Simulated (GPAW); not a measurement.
# A short convergence ladder for SrGaGe (P3m1, 3 atoms in the cell)

```
SrGaGe
1.0
    4.25660     0.00000     0.00000
   -2.12830     3.68633     0.00000
    0.00000     0.00000     4.69756
Sr Ga Ge
1 1 1
Direct
  0.00000   0.00000   0.01064
  0.33333   0.66667   0.50000
  0.66667   0.33333   0.50000
```

Base method: PBEsol, GPAW PAW datasets PBEsol (made by gpaw-setup) (plane waves; GPAW 25.7.0).

Base settings: mode = pw; ecut = 550 eV; xc = PBEsol; kpts = 3 3 3; mesh shift (steps) = 0 0 0; occupations.name = methfessel-paxton; occupations.width = 0.1 eV; occupations.order = 0; nbands = -7; symmetry.symmorphic = false.

Core times come from one kind of shared machine, to one figure; runs under 30 s give none.

**The relaxed cell against the cutoff**

On SrGaGe (P-6m2, 3 atoms in the cell): atoms on their sites.

In this ladder: convergence.density = 1e-05 e/electron; optimizer = LBFGS; fmax = 0.03 eV/Å.

The mesh stays at the base's, so the ladder's end is converged at best in this setting alone.

Only quantities that move along the ladder and can be compared are tabulated.

| ecut | relaxed volume (Å³/atom) | relaxation steps | core time / last (rough) |
|---|---|---|---|
| 275 eV | 24.864 | 7 | 0.3 |
| 330 eV | 25.053 | 7 | 0.3 |
| 385 eV | 25.072 | 7 | 0.3 |
| 470 eV | 25.087 | 7 | 0.4 |
| 550 eV | 25.105 | 7 | 0.5 |
| 660 eV | 25.116 | 7 | 0.6 |
| 825 eV | 25.121 | 7 | 0.8 |
| 1100 eV | 25.123 | 7 | 1 |

Coarsest ecut that holds the relaxed volume within 0.025 Å³/atom of the last step, with all finer ones: 550 eV; the step before is off by 0.036 Å³/atom.

At the lowest cutoff the cell relaxes to a volume 1.0 % smaller than at the highest.

On the base run: the starting cell comes from a database of computed structures (which also holds hypothetical and non-ambient phases and stackings), without a prior relaxation at this level. Its lattice was rescaled by up to half a per cent. One atom was moved a little off its site on purpose. Without a gap this mesh is coarse (it stands for a supercell whose shortest vector is 13 Å).
